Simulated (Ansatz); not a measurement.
Worked example: self-consistent single point of TaP (Pm-3m, 2 atoms in the cell) in Ansatz (an electronic-structure program).

Level of theory: PBE (plane waves, PAW; Ansatz).

```
TaP
1.0
    3.01399     0.00000     0.00000
    0.00000     3.01399     0.00000
    0.00000     0.00000     3.01399
Ta P
1 1
Direct
  0.00000   0.00000   0.00000
  0.50000   0.50000   0.50000
```

Reference input (self-consistent single point, DFT, PBE, plane waves, default PAW files): basis.ecutwfc = 420 eV; kpoints.mp_grid.grid = 9 9 9; hamiltonian.xc = pbe; hamiltonian.pseudopotentials = {kind: paw} (the program's default PAW files); scf.occupations.method = cold; scf.occupations.width = 0.1 eV. This run's input differs from it in these lines:

```diff
@@ -20,4 +20,4 @@
   occupations:
-    method: cold
-    width: 0.1
+    method: fermi_dirac
+    width: 0.2
 output:
```

The program printed (abridged):

```
SCF iter   1: F=—  HF=-10688.942053 eV  |F-HF|=—  |Δ(HF+E_count)|=         —  Δρ=8.80e-3  dr2=3.56e-2  ethr=1.77e-3  ⟨swp⟩=5.1  Hψ=2713  notcnv=0
all-band conjugate gradients solve this SCF's bands
preconditioner: auto → none
SCF iter   2: F=—  HF=-10688.937823 eV  |F-HF|=—  |Δ(HF+E_count)|=   4.23e-3  Δρ=6.21e-3  dr2=1.94e-2  ethr=1.98e-4  ⟨swp⟩=1.0  Hψ=770  notcnv=0
SCF iter   3: F=—  HF=-10688.932632 eV  |F-HF|=—  |Δ(HF+E_count)|=   5.19e-3  Δρ=8.34e-4  dr2=2.13e-4  ethr=1.08e-4  ⟨swp⟩=2.5  Hψ=659  notcnv=0
SCF iter   4: F=—  HF=-10688.932620 eV  |F-HF|=—  |Δ(HF+E_count)|=   1.20e-5  Δρ=1.18e-4  dr2=1.29e-6  ethr=1.18e-6  ⟨swp⟩=2.3  Hψ=669  notcnv=0
SCF iter   5: F=—  HF=-10688.932623 eV  |F-HF|=—  |Δ(HF+E_count)|=   2.89e-6  Δρ=1.48e-5  dr2=3.55e-8  ethr=7.15e-9  ⟨swp⟩=2.1  Hψ=776  notcnv=0
SCF iter   6: F=-10688.932623 eV  HF=-10688.932623 eV  |F-HF|=0.00e0  |Δ(HF+E_count)|=  6.84e-10  Δρ=2.09e-6  dr2=4.64e-10  ethr=1.97e-10  ⟨swp⟩=2.1  Hψ=1723  notcnv=0
SCF 1 converged in 6 iterations: F = -10688.932623 eV  dr2 = 4.64e-10
Free energy (F): -10688.932623 eV
Internal energy: -10688.818036 eV  (E = F + TS)
E sigma→0 (E₀):  -10688.875330 eV
Entropy (-TS):   -0.114587 eV (-57.293 meV/atom)
Fermi energy:    19.154707 eV
--- Forces (eV/Å), atoms counted from 1 ---
  atom   1  Ta    -0.00000000     0.00000000     0.00000000
  atom   2  P     -0.00000000    -0.00000000    -0.00000000
--- Stress (GPa, compression-positive) ---
       23.114455       0.000000       0.000000
        0.000000      23.114455       0.000000
        0.000000       0.000000      23.114455
  P = ⅓ Tr σ = 23.1145 GPa (231.145 kbar)
  The stress holds the Pulay correction. Without it, at fixed plane waves, as pw.x and ABINIT print it: P = 23.0561 GPa
```

The run converged in 6 iterations. Against the reference run the free energy drops by 25.5 meV/atom and the pressure goes from 23.00 to 23.11 GPa.

The starting cell was generated: these elements placed on a structure prototype, without a prior relaxation; it need not be a known phase or ordering of this composition. Its lattice was rescaled by a random factor within 2.5 % of one. Spin polarisation is off. With a pressure of about 23 GPa the cell is away from its equilibrium volume at this level. Ansatz's pressure includes its estimate of the finite-basis (Pulay) stress.

Keys are those of Ansatz 0.2.
